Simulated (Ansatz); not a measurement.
Output of an Ansatz run (abridged):

```
WARN ansatz: RAYON_NUM_THREADS=1 ignored (pool sized by the plan → 1); use --threads N
Pseudopotentials: kind: paw
Pseudopotential: Hg, paw, valence charge 20
Pseudopotential: Te, paw, valence charge 16
Crystal: 2 atoms, lattice volume = 66.391 Å³
Basis set: ecut = 420 eV, 1291 PW (Γ), exchange–correlation on 64×64×64 points (8 copies of the dense FFT grid, shifted against one another)
Bands: 22, of which v1, the nominal top of the filled ones, is band 18 counted from 1 (17 counted from 0)
Symmetry: 6 space group operations
Space group: R3m (ITA 160), of the structure as read, at distance tolerance 4.0e-5 Å
k-points: 44 of 343 (time reversal used)
PAW frozen core: Hg, regenerated for the run's functional, and the local potential with it
PAW frozen core: Te, regenerated for the run's functional, and the local potential with it
Initial density: superposition of atomic densities (neutral atoms: chi_scale 0, normalization atom), corrected by the library's trained network
Initial wavefunctions: pseudopotential atomic-orbital guess
Eigensolver: davidson
Functional: x = pbesol(κ = 0.804, μ = 0.12345679012345678), c = pbesol(β = 0.046)
SCF iter   1: F=—  HF=-20569.792237 eV  |F-HF|=—  |Δ(HF+E_count)|=         —  Δρ=2.67e-3  dr2=7.22e-3  ethr=1.77e-3  ⟨swp⟩=6.3  Hψ=4648  notcnv=0
all-band conjugate gradients solve this SCF's bands
preconditioner: auto → none
SCF iter   2: F=—  HF=-20569.790078 eV  |F-HF|=—  |Δ(HF+E_count)|=   2.16e-3  Δρ=8.21e-4  dr2=2.80e-4  ethr=2.01e-5  ⟨swp⟩=4.0  Hψ=2354  notcnv=0
SCF iter   3: F=—  HF=-20569.790280 eV  |F-HF|=—  |Δ(HF+E_count)|=   2.01e-4  Δρ=3.84e-4  dr2=5.84e-5  ethr=7.77e-7  ⟨swp⟩=2.2  Hψ=1412  notcnv=0
SCF iter   4: F=—  HF=-20569.790348 eV  |F-HF|=—  |Δ(HF+E_count)|=   6.86e-5  Δρ=1.49e-4  dr2=1.90e-5  ethr=1.62e-7  ⟨swp⟩=2.0  Hψ=1520  notcnv=0
SCF iter   5: F=—  HF=-20569.790345 eV  |F-HF|=—  |Δ(HF+E_count)|=   3.49e-6  Δρ=2.04e-5  dr2=1.80e-7  ethr=5.29e-8  ⟨swp⟩=2.0  Hψ=1321  notcnv=0
SCF iter   6: F=-20569.790345 eV  HF=-20569.790345 eV  |F-HF|=2.13e-9  |Δ(HF+E_count)|=   3.11e-7  Δρ=5.25e-6  dr2=1.86e-8  ethr=2.78e-10  ⟨swp⟩=6.0  Hψ=4275  notcnv=0
SCF 1 converged in 6 iterations: F = -20569.790345 eV  dr2 = 1.86e-8
SCF converged after 6 iterations
Free energy (F): -20569.790345 eV
Harris-Foulkes:  -20569.790345 eV  (|F-HF|=2.13e-9)
Internal energy: -20569.790259 eV  (E = F + TS)
E sigma→0 (E₀):  -20569.790302 eV
Entropy (-TS):   -0.000086 eV (-0.043 meV/atom)
Fermi energy:    8.877984 eV
--- Per-component energies (eV) ---
  E_band       = -768.932680
  E_kinetic    = 785.130849
  E_local      = -4772.611445  (includes V_loc(G=0)·N_el)
  E_nonlocal   = -231.722781
  E_hartree    = 2319.824221
  E_xc         = -342.395937
  E_vxc        = -366.003330  (∫ρ·V_xc dr)
  E_paw        = -14385.247769  (= ΣΔE_a)
  E_vpaw       = -823.382095  (= ΣTr[D̂ρ^β])
  E_aug_tail   = 0.000715  (compensation charges beyond the density's cutoff)
  E_ewald      = -3943.471578
  E_core_change = 0.703466  (= ΣΔE_core)
  E_smearing   = -0.000086  (= −TS)
  E_closure    = -0.000000  (closes the sum)
  Σ components = -20569.790345   (vs F -20569.790345, Δ=0.00e0)
--- Forces (eV/Å), atoms counted from 1 ---
  atom   1  Hg    -0.13063659    -0.13063659    -0.13063659
  atom   2  Te     0.13065840     0.13065840     0.13065840
  max |Σ_I F_I| component: 2.18e-5 eV/Å
--- Stress (GPa, compression-positive) ---
        1.843108       0.482387       0.482387
        0.482387       1.843108       0.482387
        0.482387       0.482387       1.843108
  P = ⅓ Tr σ = 1.8431 GPa (18.431 kbar)
  The stress holds the Pulay correction. Without it, at fixed plane waves, as pw.x and ABINIT print it: P = 1.8112 GPa
--- Band table (eV; the first three rows and the last of 44) ---
  k-point 0: bands = ["-106.1630", "-54.5740", "-54.5580", "-54.5580", "-27.8791", "-27.8696", "-27.8696", "-27.8574", "-27.8574", "-3.2860", "1.3679", "1.4428", "1.4428", "1.9750", "1.9750", "8.1002", "8.8383", "8.8776", "8.8776", "13.0127", [...]
  k-point 1: bands = ["-106.1630", "-54.5740", "-54.5580", "-54.5580", "-27.8791", "-27.8696", "-27.8696", "-27.8574", "-27.8573", "-3.1834", "1.3980", "1.4669", "1.4807", "1.9717", "1.9744", "6.7738", "8.5958", "8.6611", "9.5694", "12.9560", [...]
  k-point 2: bands = ["-106.1630", "-54.5740", "-54.5580", "-54.5580", "-27.8791", "-27.8696", "-27.8696", "-27.8574", "-27.8572", "-2.9391", "1.4650", "1.5132", "1.6644", "1.9734", "1.9844", "5.0182", "8.1419", "8.2464", "9.6383", "13.6616", [...]
  k-point 43: bands = ["-106.1630", "-54.5741", "-54.5580", "-54.5580", "-27.8796", "-27.8693", "-27.8692", "-27.8574", "-27.8573", "-2.6202", "1.6048", "1.6279", "1.9552", "1.9786", "2.2521", "3.2507", "6.8473", "7.6173", "10.5258", "13.4060", [...]
```

The structure:

```
CELL_PARAMETERS angstrom
      0.00000     3.21385     3.21385
      3.21385     0.00000     3.21385
      3.21385     3.21385     0.00000
ATOMIC_POSITIONS crystal
  Hg 0.00449 0.00449 0.00449
  Te 0.25000 0.25000 0.25000
```

Problem. Write an input that gives this output.

Solution. Other spellings and defaults could give the same log, and not every line can be read from it. The input that was run (DFT, PBEsol, plane waves, default PAW files made with PBE):

Ansatz 0.2 input:
```yaml
crystal:
  lattice:
    - [0.000000, 3.213850, 3.213850]
    - [3.213850, 0.000000, 3.213850]
    - [3.213850, 3.213850, 0.000000]
  atoms:
    - { symbol: Hg, position: [0.004491, 0.004491, 0.004491] }
    - { symbol: Te, position: [0.250000, 0.250000, 0.250000] }
basis:
  ecutwfc: 420.0
kpoints:
  mp_grid:
    grid: [7, 7, 7]
hamiltonian:
  xc: pbesol
  pseudopotentials:
    kind: paw
scf:
  occupations:
    method: fermi_dirac
    width: 0.01
output:
  forces: true
  eigenvalues: true
  stress: true
```

The starting cell has typed, rounded lattice constants, without a prior relaxation at this level. Its lattice was rescaled by up to half a per cent. One atom was moved a little off its site on purpose. Spin-orbit coupling is off. Ansatz's pressure includes its estimate of the finite-basis (Pulay) stress. The run gives no clean gap (levels at the Fermi energy touch, overlap or are partly filled at this smearing), which alone does not show that the compound is a metal.

Ansatz is a first-principles code.
